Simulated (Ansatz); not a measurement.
Consider MoTe$_{2}$ in the 2H-MoS2 type structure (space group P6_3/mmc, No. 194; a = 3.542 Å, c = 14.182 Å; layered, stacked along the Cartesian z axis).

Level of theory: r2SCAN+rVV10 (Ansatz, an electronic-structure program, PAW, no spin-orbit coupling).

For the base:

The band gap is 0.87 eV and the gap character comes out as indirect, Γ → K–Γ (40 % along).

Modification: the cell is scaled by 0.9746 in all directions, atoms relaxed at fixed cell.

**Question.** Estimate the effect on the largest internal atomic displacement.

**Answer.** The largest internal atomic displacement is 0.071 Å.

**Question.** Predict the new band gap.

**Answer.** The band gap falls by 0.09 eV to 0.78 eV.

**Question.** Estimate the effect on the gap character.

**Answer.** The gap character changes from indirect, Γ → K–Γ (40 % along) to indirect, K → K–Γ (44 % along).

Spin-orbit coupling, missing from the scalar runs, can matter with Te. The cells carry an imposed strain or load. Stability against distortions was not tested.
